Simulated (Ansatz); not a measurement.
**ScSi (Cmcm, No. 63; cell taken from a computed entry)**

Calculation: LDA (PAW; Ansatz, a quantum-chemistry and plane-wave program).

Settings: plane-wave cutoff 500 eV, 10×10×12 k mesh (along the axes of the cell as run), Fermi–Dirac smearing 0.05 eV, scalar-relativistic PAW data made under PBE.

Cell (relaxed at this level):

```xyz
4
Lattice="1.9550 -4.8653 0.0000 1.9550 4.8653 0.0000 0.0000 0.0000 3.6102" Properties=species:S:1:pos:R:3 pbc="T T T"
Sc     1.9550     3.5148     0.9025
Sc     1.9550    -3.5148     2.7076
Si     1.9550     0.7960     0.9025
Si     1.9550    -0.7960     2.7076
```

band gap: none

Note: the relaxation could not lower the start's symmetry, so the cell can be a saddle point above a distorted one.

Computed values are for the static lattice.
